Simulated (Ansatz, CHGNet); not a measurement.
For TiO₂ (Pbca, No. 61), the machine-learned potential CHGNet-r²SCAN (trained on r²SCAN data) gives:

| Property | Result |
|---|---|
| volume per atom | 10.78 Å³/atom |
| polycrystal shear modulus | 44.2 GPa |

**Question.** What does r²SCAN (Ansatz, a first-principles code, plane waves, PAW) give for the same quantities?

**Answer.** 
- equilibrium volume per atom: 10.72 Å³/atom (shrinks by 0.6 %)
- Voigt–Reuss–Hill shear modulus: 89.9 GPa (rises by 100 %)

Changes are worked out from the printed values.

Unless a cell is named, each level is at its own relaxed cell (CHGNet-r²SCAN 10.78, r²SCAN 10.72 Å³/atom).

Caveats: the relaxation could not lower the start's symmetry, so the cell can be a saddle point above a distorted one (CHGNet-r²SCAN, r²SCAN). Ansatz's density-functional and Hartree–Fock values are scalar-relativistic unless marked +SOC, with PAW data made under PBE.
